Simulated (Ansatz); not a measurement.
Ansatz (an electronic-structure program), DFT, r2SCAN, plane waves, its default PAW files: Ba2InBrO3, atoms displaced (from the phase in space group 129, mp-555212) (O6Br2In2Ba4), 14 atoms. Basis and mesh were picked for this test and aren't claimed converged.

* **cell**: 4.31, 4.31, 15.73 Å; 90, 90, 90°
* **distance to the nearest atom**: 2.02 to 3.30 Å
* **task**: single point
* **k mesh**: 4×4×1
* **hamiltonian.xc**: r2scan
* **kind of files**: paw
* **scf.occupations.method**: fermi_dirac
* **scf.occupations.width**: 0.05 eV
* **output.forces**: true
* **binding of workers (--pin)**: off
* **k-point pools (--kpoint-pools)**: 1
* **memory maximum (--max-ram)**: 8GiB
* **accuracy**: medium (default)
* **basis.precision**: auto (default)
* **basis.xc_grid**: 4 (default)
* **scf.mixing.algorithm**: auto (default)
* **scf.mixing.preconditioner**: auto (default)
* **scf.convergence.dr2_threshold**: 2.92827e-07 (default)
* **scf.lower_state_search**: light (default)
* **k-points after symmetry**: 10
* **bands at the start**: 72
* **electrons**: 116
* **plane waves at Γ**: 7425
* **cutoff (eV)**: 500
* **FFT grid**: 32×32×120
* **symmetry operations**: 1

One run each.

All on 4 threads. Base settings, kept where nothing else is said: scf.eigensolver.kind = auto (default), scf.eigensolver.cushion = auto (default), scf.eigensolver.full_accuracy = false (default), scf.algorithm = auto (default) (scf.eigensolver.max_subspace_factor, scf.eigensolver.real_solve not set). The settings tried:
- scf.algorithm = density_mixing
- scf.eigensolver.kind = davidson, scf.eigensolver.max_subspace_factor = 2
- scf.eigensolver.kind = davidson, scf.eigensolver.max_subspace_factor = 6
- scf.eigensolver.real_solve = false
- scf.eigensolver.kind = davidson
- scf.eigensolver.full_accuracy = true
- scf.algorithm = direct_min
- scf.eigensolver.kind = davidson, scf.eigensolver.cushion = true
- the base settings

Predict which of these converge in the fewest applications of H to a band.

Fewest applications of H to a band, with those close behind: scf.eigensolver.real_solve = false (14494); the base settings (14552); scf.algorithm = density_mixing (14552). Most among those that reach the base run's result: scf.algorithm = direct_min (44517). All converged.

```
setting                                                                   applications of H to a band  SCF iterations (all cycles of the run, searches included)        end
------------------------------------------------------------------------  ---------------------------  ---------------------------------------------------------  ---------
scf.eigensolver.real_solve = false                                                              14494                                                          8  converged
the base settings                                                                               14552                                                          8  converged
scf.algorithm = density_mixing                                                                  14552                                                          8  converged
scf.eigensolver.kind = davidson, scf.eigensolver.max_subspace_factor = 6                        21493                                                          8  converged
scf.eigensolver.kind = davidson                                                                 22344                                                          8  converged
scf.eigensolver.kind = davidson, scf.eigensolver.cushion = true                                 23851                                                          8  converged
scf.eigensolver.kind = davidson, scf.eigensolver.max_subspace_factor = 2                        27130                                                          9  converged
scf.eigensolver.full_accuracy = true                                                            35980                                                          8  converged
scf.algorithm = direct_min                                                                      44517                                                          7  converged
```

An iteration's cost differs between solvers, so these counts don't give the time.

Keys are those of Ansatz 0.2.
